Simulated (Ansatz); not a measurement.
Data:

```
BeS
1.0
    0.00000     2.34647     2.34647
    2.34647     0.00000     2.34647
    2.34647     2.34647     0.00000
Be S
1 1
Direct
  0.00000   0.00000   0.00000
  0.25000   0.25000   0.25000
```

No spin polarisation.

The values are results of Ansatz (a quantum-chemistry and plane-wave program) PBEsol, no SOC, not measurements. Settings: 12×12×12 k-points, 0.05 eV Fermi–Dirac smearing.

Q: What is the computed pressure?

A: 105.4 kbar.

Q: Predict the band gap.

A: 2.68 eV.

Q: What space group does the calculation give?

A: F-43m (No. 216).

Q: What gap character does the calculation give?

A: Indirect, Γ → X.

The cells carry an imposed strain or load. Whether these cells are dynamically stable was not tested. The cell was made from BeS in the zinc blende structure (space group F-43m, No. 216) by this change: isotropic strain −3.00 %.
